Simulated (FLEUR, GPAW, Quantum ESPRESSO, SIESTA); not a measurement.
NiO (Fm-3m, 4 atoms in the cell) computed with different codes at matched settings

Self-consistent single point.

```
NiO
1.0
    4.28157     2.14079     2.14079
    2.14079     4.28157     2.14079
    2.14079     2.14079     4.28157
Ni O
2 2
Cartesian
  0.00000   0.00000   0.00000
  4.28157   4.28157   4.28157
  2.14079   2.14079   2.14079
  6.42236   6.42236   6.42236
```
Moments meant for the start (each program seeds them in its own way; μB, in the order of the atoms Ni Ni O O): 2.0 -2.0 0.0 0.0.

Shared settings, as Quantum ESPRESSO writes them: occupations = smearing; smearing = fermi-dirac; degauss = 0.0036749 Ry; nspin = 2; K_POINTS = automatic 7 7 7 0 0 0. Potentials and cutoffs stand in the table.

```csv
code,model,gap on the mesh (eV),cutoff
Quantum ESPRESSO,"LDA (PZ), PSlibrary PAW (LDA) pseudopotentials",0.465,55 Ry
FLEUR,"LDA (Perdew-Zunger), all-electron FLAPW (FLEUR), scalar-relativistic valence",0.464,Kmax 4.5 1/bohr
SIESTA,"LDA PW92, numerical atomic orbitals DZP, PseudoDojo LDA standard norm-conserving potentials (rewritten from UPF to PSML)",0.444,grid 400 Ry
GPAW,"LDA (Perdew-Wang 92), GPAW PAW datasets LDA (gpaw-data 1.0.1)",0.473,950 eV
```

Gaps are read on the mesh.

On Quantum ESPRESSO's run: the magnetic order is the one reached from the typed start; others were not searched systematically.

The spread over the programs that give each value: gap on the mesh within 0.029 eV.

SIESTA uses small atom-centred bases, whose incompleteness enters pressures, forces and empty levels differently from a plane-wave cutoff. FLEUR treats all electrons, but the usual bases taken here (sphere radii, linearisation, local orbitals, empty states) were not tested for convergence, so the values are no reference for the others. The same LDA comes in different parametrisations, which differ slightly.

The starting cell has typed, rounded lattice constants, without a prior relaxation at this level. Its lattice was rescaled by a random factor within 2.5 % of one.

Left out of this page: Ansatz and Elk (not drawn, or without a comparable value).
